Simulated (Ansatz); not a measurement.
**Y: x(Sc) = 0.75, 8 atoms, Pmma**

Start from Y in the hcp (Mg type) structure (space group P6_3/mmc, No. 194; a = 3.683 Å, c = 5.698 Å).

The other end (x = 1) is Sc in the hcp (Mg type) structure (space group P6_3/mmc, No. 194): 24.92 Å³/atom, gap zero.

It is then changed as follows: a fraction x = 0.75 of the Y sites is given to Sc, ordered in a cell of 8 atoms (starting symmetry Pmma) and fully relaxed.

Computed with r2SCAN/PAW in Ansatz (a quantum-chemistry and plane-wave program), without spin-orbit coupling. Settings: 9×14×4 k-points, 0.05 eV Fermi–Dirac smearing, for the changed cell.

| quantity | base | changed | shift |
|---|---|---|---|
| volume per atom | 33.46 Å³ | 26.92 Å³ | -6.54 Å³ |
| density | 4.41 g/cm³ | 3.45 g/cm³ | -0.96 g/cm³ |
| shortest interatomic distance | 6.718 bohr | 6.125 bohr | -0.593 bohr |
| band gap | zero | zero | – |
| mixing energy (to 0.01 eV only: unlike meshes or grids) | – | +0.03 eV/atom | – |
| deviation of the volume from the linear (Vegard-type) interpolation | – | -0.5 % | – |

Final structure:

```
CELL_PARAMETERS angstrom
      5.33279     0.00000     0.00000
      0.00000     3.41761     0.00000
      0.00000     0.00000    11.81784
ATOMIC_POSITIONS crystal
  Sc 0.25000 0.00000 0.16180
  Sc 0.25000 0.50000 0.41482
  Y  0.25000 0.00000 0.66769
  Sc 0.25000 0.50000 0.92203
  Sc 0.75000 0.50000 0.07797
  Y  0.75000 0.00000 0.33231
  Sc 0.75000 0.50000 0.58518
  Sc 0.75000 0.00000 0.83820
```

These are small ordered cells, not random alloys; other orderings at the same x differ. No phonon test of stability was made. The final runs are not spin-polarised. YSc3 has a high density of states at the Fermi level and may be magnetic at this level.
